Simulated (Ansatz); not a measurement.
The reference is BP in the zinc blende structure (space group F-43m, No. 216).

```cif
data_B4P4
_chemical_formula_sum 'B4 P4'
_space_group_name_H-M_alt 'F-43m'
_space_group_IT_number 216
_space_group_name_Hall 'F -4 2 3'
_cell_length_a 4.49052
_cell_length_b 4.49052
_cell_length_c 4.49052
_cell_angle_alpha 90.000
_cell_angle_beta 90.000
_cell_angle_gamma 90.000
loop_
_atom_site_label
_atom_site_type_symbol
_atom_site_symmetry_multiplicity
_atom_site_Wyckoff_symbol
_atom_site_fract_x
_atom_site_fract_y
_atom_site_fract_z
_atom_site_occupancy
B1 B 4 a 0.00000 0.00000 0.00000 1
P1 P 4 d 0.75000 0.75000 0.75000 1
```
(The calculation used a cell of 2 atoms; values per cell refer to that cell.)

Level of theory: LDA in Ansatz (plane waves to 420 eV, PAW, no SOC).

Base values:

- Smallest direct gap: 3.43 eV
- Gap character: indirect, Γ → Γ–X (83 % along)

Now apply this change: the cell is scaled by 1.0100 in all directions; the atoms relax in the strained cell.

Q: How does this affect the smallest direct gap and gap character?

A: The smallest direct gap decreases by 0.05 eV, from 3.43 eV to 3.38 eV; the gap character stays indirect, Γ → Γ–X (83 % along).

Semilocal Kohn–Sham gaps tend to fall short of experiment. Whether these cells are dynamically stable was not tested.

Ansatz is an electronic-structure program.
